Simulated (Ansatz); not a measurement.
Start from WS₂ (space group P6_3/mmc, No. 194; layered, stacked along the Cartesian z axis).

WS$_{2}$ is modelled in the hexagonal space group P6₃/mmc (No. 194), Pearson symbol hP6. Lattice parameters: a = b = 3.1147 Å, c = 11.7724 Å, α = β = 90.00°, γ = 120.00°. W on 2d has 6 S at 2.389 Å (trigonal prismatic). S on 4f has 3 W at 2.389 Å (trigonal pyramidal). (Neighbours: up to the widest gap in distance over summed covalent radii, below 1.35, at either atom; cation-cation and far metal-metal contacts left out.)

Method: PBEsol-D3(BJ), PAW, 420 eV (Ansatz, a first-principles code; no spin-orbit coupling).

Before the change:

* **Band gap**: 0.65 eV
* **Valence-band top at Γ**: 0.00, -1.26, -1.60 eV

One thing is altered: the cell is scaled by 0.9880 in all directions; the atoms relax in the strained cell.

Q: What does the calculation give for the energy relative to the base, band gap, largest internal atomic displacement and valence-band top at Γ after the change?

A: The energy grows by 6.4 meV/atom; the band gap falls by 0.109 eV to 0.55 eV; the largest internal atomic displacement comes out as 0.029 Å; the valence-band top at Γ (three highest levels, from the VBM) goes from 0.00, -1.26, -1.60 eV to 0.00, -1.19, -1.80 eV.

With W present, leaving out spin-orbit coupling can change the band edges. No phonon test of stability was made.
